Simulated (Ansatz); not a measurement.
**Worked example: self-consistent single point of NbAs (I4_1md, 4 atoms in the cell) in Ansatz (a program for electronic structure)**

Method: PBE (plane waves, PAW; Ansatz).

This input was run:

Ansatz 0.2 input:
```yaml
crystal:
  lattice:
    - [-1.733270, 1.733270, 5.905030]
    - [1.733270, -1.733270, 5.905030]
    - [1.733270, 1.733270, -5.905030]
  atoms:
    - { symbol: Nb, position: [0.749720, 0.749720, 0.000000] }
    - { symbol: Nb, position: [0.499720, 0.999720, 0.500000] }
    - { symbol: As, position: [0.167280, 0.167280, 0.000000] }
    - { symbol: As, position: [0.917280, 0.417280, 0.500000] }
basis:
  ecutwfc: 420.0
kpoints:
  mp_grid:
    grid: [8, 8, 8]
hamiltonian:
  xc: pbe
  pseudopotentials:
    kind: paw
scf:
  occupations:
    method: fermi_dirac
    width: 0.05
output:
  forces: true
  eigenvalues: true
  stress: true
```

Output, abridged:

```
WARN ansatz: RAYON_NUM_THREADS=1 ignored (pool sized by the plan → 1); use --threads N
basis.fft_grid_basis auto: the FFT boxes are laid along the combinations [[1, 0, 1], [0, 1, 1], [0, 0, 1]] of the cell's own vectors, 3.467, 3.467 and 6.394 Å …
Pseudopotentials: kind: paw
Pseudopotential: Nb, paw, valence charge 13
Pseudopotential: As, paw, valence charge 15
Crystal: 4 atoms, lattice volume = 70.960 Å³
Basis set: ecut = 420 eV, 1395 PW (Γ), FFT grids on a1+a3, a2+a3, a3, exchange–correlation on 48×48×90 points (8 copies of the dense FFT grid, shifted against one another)
Bands: 34, of which v1, the nominal top of the filled ones, is band 28 counted from 1 (27 counted from 0)
Symmetry: 8 space group operations
Space group: I41md (ITA 109), of the structure as read, at distance tolerance 4.1e-5 Å
k-points: 59 of 512 (time reversal used)
Initial density: superposition of atomic densities (neutral atoms: chi_scale 0, normalization atom), corrected by the library's trained network
Initial wavefunctions: pseudopotential atomic-orbital guess
Eigensolver: davidson
Functional: x = pbe(κ = 0.804, μ = 0.2195149727645171), c = pbe(β = 0.06672455060314922)
SCF iter   1: F=—  HF=-18819.594867 eV  |F-HF|=—  |Δ(HF+E_count)|=         —  Δρ=7.10e-3  dr2=2.47e-2  ethr=1.77e-3  ⟨swp⟩=5.8  Hψ=8020  notcnv=0
all-band conjugate gradients solve this SCF's bands
preconditioner: auto → Kerker (q_TF=auto, 2.623 Å⁻¹)
SCF iter   2: F=—  HF=-18819.594368 eV  |F-HF|=—  |Δ(HF+E_count)|=   4.99e-4  Δρ=4.17e-3  dr2=8.24e-3  ethr=4.41e-5  ⟨swp⟩=1.0  Hψ=2481  notcnv=0
SCF iter   3: F=—  HF=-18819.595032 eV  |F-HF|=—  |Δ(HF+E_count)|=   6.64e-4  Δρ=6.47e-4  dr2=2.53e-4  ethr=1.47e-5  ⟨swp⟩=3.0  Hψ=3531  notcnv=0
SCF iter   4: F=—  HF=-18819.594915 eV  |F-HF|=—  |Δ(HF+E_count)|=   1.17e-4  Δρ=3.11e-4  dr2=7.44e-5  ethr=4.52e-7  ⟨swp⟩=2.0  Hψ=3435  notcnv=0
SCF iter   5: F=—  HF=-18819.594917 eV  |F-HF|=—  |Δ(HF+E_count)|=   2.09e-6  Δρ=8.22e-5  dr2=6.18e-6  ethr=1.33e-7  ⟨swp⟩=2.1  Hψ=2317  notcnv=0
SCF iter   6: F=—  HF=-18819.594916 eV  |F-HF|=—  |Δ(HF+E_count)|=   1.03e-6  Δρ=1.84e-5  dr2=3.13e-7  ethr=1.10e-8  ⟨swp⟩=2.0  Hψ=3507  notcnv=0
SCF iter   7: F=-18819.594916 eV  HF=-18819.594916 eV  |F-HF|=1.28e-9  |Δ(HF+E_count)|=   2.04e-8  Δρ=4.25e-6  dr2=1.34e-8  ethr=1.79e-10  ⟨swp⟩=5.5  Hψ=6835  notcnv=0
SCF 1 converged in 7 iterations: F = -18819.594916 eV  dr2 = 1.34e-8
SCF converged after 7 iterations
Free energy (F): -18819.594916 eV
Harris-Foulkes:  -18819.594916 eV  (|F-HF|=1.28e-9)
Internal energy: -18819.586155 eV  (E = F + TS)
E sigma→0 (E₀):  -18819.590536 eV
Entropy (-TS):   -0.008761 eV (-2.190 meV/atom)
Fermi energy:    15.932582 eV
--- Per-component energies (eV) ---
  E_band       = -504.666570
  E_kinetic    = 996.623638
  E_local      = -4391.670816  (includes V_loc(G=0)·N_el)
  E_nonlocal   = -1101.150700
  E_hartree    = 2165.640943
  E_xc         = -511.220144
  E_vxc        = -587.043655  (∫ρ·V_xc dr)
  E_paw        = -9818.511536  (= ΣΔE_a)
  E_vpaw       = 247.293352  (= ΣTr[D̂ρ^β])
  E_aug_tail   = 0.000028  (compensation charges beyond the density's cutoff)
  E_ewald      = -6159.297569
  E_smearing   = -0.008761  (= −TS)
  E_closure    = -0.000000  (closes the sum)
  Σ components = -18819.594916   (vs F -18819.594916, Δ=0.00e0)
--- Forces (eV/Å), atoms counted from 1 ---
  atom   1  Nb    -0.00000000    -0.00000000    -0.03657385
  atom   2  Nb     0.00000000    -0.00000000    -0.03657385
  atom   3  As     0.00000000     0.00000000     0.03656570
  atom   4  As     0.00000000    -0.00000000     0.03656570
  max |Σ_I F_I| component: 1.63e-5 eV/Å
--- Stress (GPa, compression-positive) ---
        0.193599       0.000000       0.000000
        0.000000       0.193599      -0.000000
        0.000000      -0.000000      -0.332582
  P = ⅓ Tr σ = 0.0182 GPa (0.182 kbar)
  The stress holds the Pulay correction. Without it, at fixed plane waves, as pw.x and ABINIT print it: P = -0.0099 GPa
--- Band table (eV; the first three rows and the last of 59) ---
  k-point 0: bands = ["-39.2247", "-39.1998", "-19.5650", "-19.5650", "-19.5516", "-19.5474", "-19.5466", "-19.5453", "-19.5398", "-19.5394", "-19.5394", "-19.5373", "-15.4230", "-15.3240", "-15.3240", "-15.1847", "-15.1847", "-15.1385", "2.8161", [...]
  k-point 1: bands = ["-39.2205", "-39.1976", "-19.5661", "-19.5640", "-19.5504", "-19.5493", "-19.5480", "-19.5468", "-19.5394", "-19.5390", "-19.5370", "-19.5360", "-15.4096", "-15.3512", "-15.3441", "-15.2129", "-15.2043", "-15.1374", "3.1790", [...]
  k-point 2: bands = ["-39.2100", "-39.1928", "-19.5691", "-19.5623", "-19.5548", "-19.5517", "-19.5476", "-19.5459", "-19.5388", "-19.5387", "-19.5328", "-19.5323", "-15.4251", "-15.4136", "-15.3398", "-15.2709", "-15.2486", "-15.1445", "4.0504", [...]
  k-point 58: bands = ["-39.2123", "-39.2123", "-19.5665", "-19.5665", "-19.5488", "-19.5488", "-19.5459", "-19.5459", "-19.5393", "-19.5393", "-19.5378", "-19.5378", "-15.3311", "-15.3311", "-15.2826", "-15.2826", "-15.1775", "-15.1775", "3.7075", [...]
```

The run converged in 7 iterations.

The starting cell comes from a database of computed structures (which also holds hypothetical and non-ambient phases and stackings), without a prior relaxation at this level. Spin polarisation is off. Ansatz's pressure includes its estimate of the finite-basis (Pulay) stress.
